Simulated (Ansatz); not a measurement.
# MoSi2 under a change: biaxial strain −2.50 %, plane normal [001], relaxed out of plane

Base system: MoSi$_{2}$ (space group I4/mmm, No. 139; a = 3.190 Å, c = 7.822 Å; relaxed with 0.1 eV smearing). Axes: x, y, z lie along a, b, c of the conventional cell.

One thing is altered: compressive biaxial strain of 2.50 % in the plane normal to [001], as in epitaxy on a mismatched substrate; the out-of-plane cell vector and the atoms relax.

Calculations: PBEsol/PAW in Ansatz (a first-principles code), without spin-orbit coupling. Γ-centred 25×25×25 mesh, Fermi–Dirac width 0.1 eV.

Volume per atom: 12.75 Å³ (base 13.27 Å³)
Space group: I4/mmm (No. 139) (base I4/mmm (No. 139))
Shortest interatomic distance: 2.559 Å (base 2.580 Å)
Energy relative to the base (free energy F): +27 meV/atom
Band gap: zero (base zero)
Out-of-plane strain: +1.06 %
Ratio −ε⊥/ε∥: 0.42
Mean in-plane stress (compression positive): +13.7 GPa

Final structure (turned so that z lies along the plane normal):

```yaml
crystal:
  lattice:
    - [3.11032, 0.00000, 0.00000]
    - [0.00000, 3.11032, 0.00000]
    - [1.55516, -1.55516, 3.95235]
  atoms:
    - { symbol: Si, position: [0.33461, 0.66539, 0.33078] }
    - { symbol: Si, position: [0.66539, 0.33461, 0.66922] }
    - { symbol: Mo, position: [0.00000, 0.00000, 0.00000] }
```

Stability against distortions was not tested. The final runs are not spin-polarised.
